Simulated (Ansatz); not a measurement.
Base system: an 8-atom supercell of TiAl3 (space group I4/mmm, No. 139) at its relaxed geometry.

```xyz
8
Lattice="-3.8239 3.8239 0.0000 1.9119 1.9119 4.2798 1.9119 1.9119 -4.2798" Properties=species:S:1:pos:R:3 pbc="T T T"
Al     1.9119     1.9119     0.0000
Al    -1.9119     1.9119     0.0000
Al     1.9119     3.8239    -2.1399
Al    -1.9119     3.8239    -2.1399
Al     0.0000     5.7358    -2.1399
Al     0.0000     1.9119    -2.1399
Ti     0.0000     0.0000     0.0000
Ti     0.0000     3.8239     0.0000
```

Calculations: DFT with r2SCAN, PAW potentials and a 500 eV plane-wave cutoff in Ansatz (a quantum-chemistry and plane-wave program), spin-orbit coupling left out, earlier PAW set.

Before the change:

The pressure is 0.0 GPa and the mean distance from the defect site to its nearest host atoms is 2.70 Å.

The change: a neutral Ti vacancy, atoms relaxed at fixed cell, starting from a slightly rattled geometry.

How does this affect the largest displacement of a host atom from its site in the perfect cell?

The largest displacement of a host atom from its site in the perfect cell amounts to 0.03 Å.

Predict the new pressure.

The pressure goes from zero to -1.0 GPa.

Predict the new mean distance from the defect site to its nearest host atoms.

The mean distance from the defect site to its nearest host atoms is still 2.70 Å.

The cell is small, so the values are those of an ordered compound at a high defect concentration; dilute-limit values will differ. All final runs are without spin polarisation. The defect cell is not spin-polarised.
